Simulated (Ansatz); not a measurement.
We consider GaP (model structure, started from the CsCl type, Pm-3m, No. 221, 2 atoms in the cell), described by r²SCAN (Ansatz, a quantum-chemistry and plane-wave program, PAW).

Settings: plane-wave cutoff 560 eV, 18×18×18 k mesh, Fermi–Dirac smearing 0.05 eV, scalar-relativistic PAW data made under PBE.

Cell (relaxed at this level):

Space group Pm-3m (No. 221); a = 3.1918 Å, b = 3.1918 Å, c = 3.1918 Å, α = 90.00°, β = 90.00°, γ = 90.00°

```tsv
atom	site	symmetry	x	y	z
Ga	1a	m-3m	0.0000	0.0000	0.0000
P	1b	m-3m	0.5000	0.5000	0.5000
```

Q: Estimate the bulk modulus that the calculation returns.

A: 
- bulk modulus = 75.9 GPa

The run finds no gap.

Note: the bulk modulus is −V dP/dV from two relaxed cells at ±2 % in volume; the relaxation could raise the start's symmetry but not lower it, so the cell can be a saddle point.

A model structure was made by putting elements into a prototype or built by hand; it is no filed structure, need not be a known phase, and can be a saddle point held by its symmetry.
